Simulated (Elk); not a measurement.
Input and output of a self-consistent single point for LiAu (Pm-3m, 2 atoms in the cell) (Elk).

Method of the run: PBEsol, all-electron FP-LAPW, Elk's shipped species files, APW+lo basis with extra local orbitals (Elk).

```
LiAu
1.0
    3.08395     0.00000     0.00000
    0.00000     3.08395     0.00000
    0.00000     0.00000     3.08395
Li Au
1 1
Direct
  0.00000   0.00000   0.00000
  0.50000   0.50000   0.50000
```

Reference input (self-consistent single point, DFT, PBEsol, all-electron FP-LAPW, Elk's shipped species files, APW+lo basis with extra local orbitals): xctype = 22; rgkmax = 8; stype = 1; swidth = 0.00367493 Ha; ngridk = 11 11 11; vkloff = 0.5 0.5 0.5; gmaxvr = 14 1/bohr; nxlo = 2; lorbcnd = true; rmtscf = 0.98; lmaxi = 2. This run's input differs from it in these lines:

```diff
@@ -17,2 +17,5 @@
   .true.
+
+isgkmax
+  -3
```

The program printed (abridged):

```
│ Self-consistent loop started │
│ Loop number : 1 │
 total energy                :     -19031.0901280
│ Loop number : 2 │
 total energy                :     -19032.0530009
RMS change in Kohn-Sham potential (target) :    19.87455841     (  0.1000000000E-05)
Absolute change in total energy (target)   :   0.9628729002     (  0.1000000000E-03)
│ Loop number : 3 │
 total energy                :     -19024.0593339
RMS change in Kohn-Sham potential (target) :    13.94451917     (  0.1000000000E-05)
Absolute change in total energy (target)   :    7.752948814     (  0.1000000000E-03)
│ Loop number : 4 │
   [... lines left out ...]
Absolute change in total energy (target)   :   0.3167308751E-03 (  0.1000000000E-03)
│ Loop number : 16 │
 total energy                :     -19050.2283500
RMS change in Kohn-Sham potential (target) :   0.1283978977E-05 (  0.1000000000E-05)
Absolute change in total energy (target)   :   0.9523013068E-04 (  0.1000000000E-03)
│ Loop number : 17 │
 total energy                :     -19050.2283391
RMS change in Kohn-Sham potential (target) :   0.6202699116E-06 (  0.1000000000E-05)
Absolute change in total energy (target)   :   0.1294368849E-04 (  0.1000000000E-03)
Convergence targets achieved

│ Loop number : 18 │

Energies :
 Fermi                       :     0.253901167286
 total energy                :     -19050.2283382

Density of states at Fermi energy :    9.189547022
 (states/Hartree/unit cell)

Estimated indirect band gap :   0.2838076538E-02
 from k-point     20 to k-point     21
Estimated direct band gap   :   0.2685370646E-01
 at k-point     35

Charges :
 core                        :    48.00000000
 valence                     :    34.00000000
 interstitial                :    1.704146123
 muffin-tins (core leakage)
  species :    1 (Li)
   atom    1                 :    2.183605407     (   0.000000000    )
  species :    2 (Au)
   atom    1                 :    78.11224847     (  0.1326110200E-03)
 total in muffin-tins        :    80.29585388
 total calculated charge     :    81.99610921
 total charge                :    82.00000000
 error                       :   0.3890791543E-02

│ Self-consistent loop stopped │
```

The run converged in 18 iterations. The count includes the last loop, which Elk runs after its targets are met. Against the reference run the total energy drops by 2.0 meV/atom.

The starting cell comes from a database of computed structures (which also holds hypothetical and non-ambient phases and stackings), without a prior relaxation at this level. Spin-orbit coupling is off. Values depend on the basis (sphere radii, cutoffs, local orbitals), which need not be converged. The log's line on a gap gives a spacing of levels on this mesh, which the program prints for metals too.

Cost on one core of a shared machine: roughly 80 s.
